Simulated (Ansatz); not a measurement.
## Carrier properties of CdIn2O4 (Fd-3m)

Given:

```xyz
14
Lattice="0.0000 4.5955 4.5955 4.5955 0.0000 4.5955 4.5955 4.5955 0.0000" Properties=species:S:1:pos:R:3 pbc="T T T"
Cd     2.2978     2.2978     2.2978
Cd     0.0000     0.0000     0.0000
In     5.7444     3.4466     3.4466
In     3.4466     3.4466     5.7444
In     3.4466     5.7444     3.4466
In     5.7444     5.7444     5.7444
O      7.9251     7.9251     7.9251
O      3.5637     5.6273     5.6273
O      5.8614     5.8614     7.9251
O      5.6273     3.5637     5.6273
O      7.9251     5.8614     5.8614
O      3.5637     3.5637     3.5637
O      5.8614     7.9251     5.8614
O      5.6273     5.6273     3.5637
```

All values below come from PBEsol, rigid bands (plane waves, PAW, scalar-relativistic; Ansatz, an electronic-structure program). How the cell was made: cell and atoms relaxed with PBEsol.

- band gap = 0.97 eV
- electron conductivity mass (300 K, dilute) = 0.170 mₑ
- effective density of states N_c (300 K) = 1.7e18 cm⁻³
- density-of-states mass, electrons = 0.166 mₑ
- Seebeck coefficient, n-type 1e19 cm⁻³, 300 K = -100 μV/K
- best n-type power factor at 300 K for τ = 10 fs (best axis; densities from 1e16 to 1e21 cm⁻³ tried, whether or not they can be reached) = 1.55 μW/(cm·K²) at 1e19 cm⁻³

Rigid bands; masses and Seebeck coefficients take one relaxation time τ for all states and one kind of carrier; polarons and phonon drag are left out. Spin-orbit coupling is left out.

Formula and space group known from diffraction (Crystallography Open Database), not checked to be the room-temperature form: CdIn2O4 (Fd-3m).
